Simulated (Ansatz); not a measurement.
## What 5 layers does to TiRu

Start from TiRu in the CsCl type structure (space group Pm-3m, No. 221; a = 3.046 Å). Axes: x, y, z lie along the cube axes.

Now apply this change: a free-standing slab of 5 layers (10 atoms, 2 a layer) is cut normal to [110], with 15 Å of vacuum and the in-plane cell held at bulk.

Method: Kohn–Sham DFT with the PBEsol functional, run in Ansatz (a quantum-chemistry and plane-wave program) with PAW and 420 eV plane waves, spin-orbit coupling left out. Γ-centred 15×11×1 mesh, Fermi–Dirac width 0.05 eV, for the changed cell.

```csv
quantity,base,changed,shift
layer's space group (with vacuum),–,Pmmm (No. 47),–
shortest interatomic distance,263.8 pm,250.7 pm,-13.1 pm
band gap,zero,zero,–
excess energy per area of both faces (slab less bulk energy over the cell's area: twice a surface energy) (uncertain by up to 0.1 J/m²),–,5.7 J/m²,–
change of the spacing d12 from its bulk value of 2.154 Å,–,-3.5 %,–
change of the spacing d23 from its bulk value of 2.154 Å,–,+0.4 %,–
```

Final structure:

```yaml
crystal:
  lattice:
    - [3.04592, 0.00000, 0.00000]
    - [0.00000, 4.30758, 0.00000]
    - [0.00000, 0.00000, 23.61515]
  atoms:
    - { symbol: Ti, position: [0.00000, 0.25000, 0.31740] }
    - { symbol: Ru, position: [0.50000, 0.75000, 0.32352] }
    - { symbol: Ti, position: [0.00000, 0.75000, 0.40784] }
    - { symbol: Ru, position: [0.50000, 0.25000, 0.40907] }
    - { symbol: Ti, position: [0.00000, 0.25000, 0.50000] }
    - { symbol: Ru, position: [0.50000, 0.75000, 0.50000] }
    - { symbol: Ti, position: [0.00000, 0.75000, 0.59216] }
    - { symbol: Ru, position: [0.50000, 0.25000, 0.59093] }
    - { symbol: Ti, position: [0.00000, 0.25000, 0.68260] }
    - { symbol: Ru, position: [0.50000, 0.75000, 0.67648] }
```

The excess energy carries the mismatch between the slab's and the bulk's meshes. Stability against distortions was not tested. The final runs are not spin-polarised.
